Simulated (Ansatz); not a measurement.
How a calculation on Ga₂O₃ (C2/m, 10 atoms in the cell) responds to its settings

```yaml
crystal:
  lattice:
    - [6.13041, -1.52135, 0.00000]
    - [6.13041, 1.52135, 0.00000]
    - [-1.38191, 0.00000, 5.64131]
  atoms:
    - { symbol: Ga, position: [0.34116, 0.34116, 0.68527] }
    - { symbol: Ga, position: [0.65884, 0.65884, 0.31473] }
    - { symbol: Ga, position: [0.90953, 0.90953, 0.20521] }
    - { symbol: Ga, position: [0.09047, 0.09047, 0.79479] }
    - { symbol: O, position: [0.50353, 0.50353, 0.74334] }
    - { symbol: O, position: [0.49647, 0.49647, 0.25666] }
    - { symbol: O, position: [0.82663, 0.82663, 0.43677] }
    - { symbol: O, position: [0.17337, 0.17337, 0.56323] }
    - { symbol: O, position: [0.16450, 0.16450, 0.10915] }
    - { symbol: O, position: [0.83550, 0.83550, 0.89085] }
```

Base run A: Ansatz (a first-principles code) with PBE, PAW files, self-consistent single point.

Its settings: basis.ecutwfc = 420 eV; kpoints.mp_grid.grid = 7 7 4; hamiltonian.xc = pbe; hamiltonian.pseudopotentials = {kind: paw} (the program's default PAW files); scf.occupations.method = gaussian; scf.occupations.width = 0.01 eV.

The starting cell comes from a database of computed structures (which also holds hypothetical and non-ambient phases and stackings), without a prior relaxation at this level. Its lattice was rescaled by a random factor within 2.5 % of one. In the base run, with a pressure of about 8 GPa the cell is away from its equilibrium volume at this level. Ansatz's pressure includes its estimate of the finite-basis (Pulay) stress.

Run A gave: pressure (GPa) 7.75; largest force (eV/Å) 0.178; gap on the mesh (eV) 2.357; valence electrons 88.

Runs:
- B: basis.ecutwfc: 420 eV → default (1020 eV); hamiltonian.pseudopotentials: {kind: paw} (the program's default PAW files) → {kind: paw, source: ansatz}
- C: basis.ecutwfc: 420 eV → default (1300 eV); hamiltonian.pseudopotentials: {kind: paw} (the program's default PAW files) → {kind: paw, level: accurate}
- D: basis.ecutwfc: 420 eV → default (1240 eV); hamiltonian.pseudopotentials: {kind: paw} (the program's default PAW files) → {kind: nc, source: ansatz}

**Question.** What does run D change against A?

**Answer.** The pressure hardly changes (7.75 to 7.80 GPa), the largest force goes from 0.178 to 0.172 eV/Å and the gap on the mesh moves little (2.357 to 2.363 eV).

| run | pressure (GPa) | largest force (eV/Å) | gap on the mesh (eV) | valence electrons |
|---|---|---|---|---|
| A | 7.75 | 0.178 | 2.357 | 88 |
| B | 7.67 | 0.176 | 2.361 | 120 |
| C | 7.68 | 0.177 | 2.360 | 120 |
| D | 7.80 | 0.172 | 2.363 | 88 |

Keys are those of Ansatz 0.2.
